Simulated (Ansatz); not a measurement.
The starting structures come from a database of crystals and need not be the phases stable at ambient conditions.

 Where the default PAW files enter, the runs use the earlier of Ansatz's two default sets.

Here is the system:

```
BaMg2P2
1.0
    4.37428     0.00000     0.00000
   -2.18714     3.78824     0.00000
    0.00000     0.00000     7.62669
Ba Mg P
1 2 2
Direct
  0.00000   0.00000   0.00000
  0.66667   0.33333   0.37814
  0.33333   0.66667   0.62186
  0.66667   0.33333   0.72125
  0.33333   0.66667   0.27875
```

Space group of this cell: P-3m1. The cell is taken as given.

Transport runs along the normal of the first two printed cell vectors, the (001) plane of the conventional cell.

No gap correction and no spin-orbit coupling; mid-gap values are interpolated between computed energies.

Task: Predict the band gap and the smallest decay constant κ at mid-gap from Ansatz (an electronic-structure program) with r2SCAN.

Result: Gap 1.48 eV on a 12×12×4 mesh; κ = 0.154 1/Å, at the zone centre.
